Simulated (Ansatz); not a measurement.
Consider Ge in the diamond structure (space group Fd-3m, No. 227; a = 5.762 Å).

(Cell as relaxed with PBE.)

Levels (all Ansatz, a first-principles code, PAW, earlier PAW set): PBE (420 eV, no spin-orbit coupling); PBEsol (420 eV, scalar-relativistic without spin-orbit coupling).

Each level relaxes its own structure.

```
base                      PBE    PBEsol
-------------------  --------  --------
volume per atom      23.92 Å³  22.86 Å³
lattice parameter a  576.2 pm  567.6 pm
band gap                 zero      zero
```

The change: a fraction x = 0.625 of the Ge sites is given to Si, ordered in a cell of 8 atoms (starting symmetry Amm2) and fully relaxed.

```csv
quantity,PBE,PBEsol
volume per atom,21.56 Å³,20.95 Å³
mixing energy (to 0.01 eV only: unlike meshes or grids),+0.02 eV/atom,+0.01 eV/atom
```

PBE's volume per atom lies 0.61 Å³ above PBEsol's (2.9 %). Neither level is exact; PBEsol is the comparison here, not a measurement.

These are small ordered cells, not random alloys; other orderings at the same x differ. Stability against distortions was not tested. The zero or small gap of Ge and Si5Ge3 can change with the level of theory.
